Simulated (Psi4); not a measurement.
Psi4 1.11, WB97X/def2-tzvp: [SiH3][GeH2], charge +1, multiplicity 1, 7 atoms. The geometry is a generated start, not checked to be a minimum at this level.

```yaml
task: energy
method: wb97x
basis: def2-tzvp
memory: 3 GB
maxiter: 100
keys_of_the_molecule_block: symmetry c1
scf_type: df (default)
diis_max_vecs: 10 (default)
e_convergence: 1e-06 (default)
d_convergence: 1e-06 (default)
dft_radial_points: 75 (default)
dft_spherical_points: 302 (default)
basis_functions: 115
grid_points: 152083
```

```xyz
7

Si    -1.2672     0.1405     0.0037
Ge     1.2646    -0.1322    -0.0183
H     -1.6478    -0.7654    -1.0887
H     -1.3796     1.5825    -0.2562
H     -1.5452    -0.3163     1.3684
H      2.1483    -1.4170     0.0209
H      2.4269     0.9079    -0.0298
```

Charge 1 and multiplicity 1 are set for this test and not shown to be the ground state.

With the defaults (damping_percentage = 0, diis = true, scf_initial_accelerator = adiis, guess = auto, which took SAD, diis_start = 1, level_shift = 0, level_shift_cutoff = 0.01) it converges in 8 SCF iterations. One run each on 2 threads, with these changes:
- guess = gwh
- damping_percentage = 60
- guess = huckel
- diis_start = 4
- scf_initial_accelerator = ediis
- damping_percentage = 60, diis = false, scf_initial_accelerator = none
- scf_initial_accelerator = none
- level_shift = 0.1, level_shift_cutoff = 0.001
- damping_percentage = 20

Q: Name the settings that don't reach the solution of the defaults.

A: No convergence: damping_percentage = 60; damping_percentage = 60, diis = false, scf_initial_accelerator = none (the run ends without SCF convergence in 100 iterations). The rest reach the solution of the defaults.

```tsv
setting	SCF iterations	end
the defaults	8	same solution
scf_initial_accelerator = ediis	8	same solution
level_shift = 0.1, level_shift_cutoff = 0.001	8	same solution
scf_initial_accelerator = none	8	same solution
guess = huckel	9	same solution
diis_start = 4	12	same solution
guess = gwh	13	same solution
damping_percentage = 20	20	same solution
damping_percentage = 60	100	no convergence
damping_percentage = 60, diis = false, scf_initial_accelerator = none	100	no convergence
```
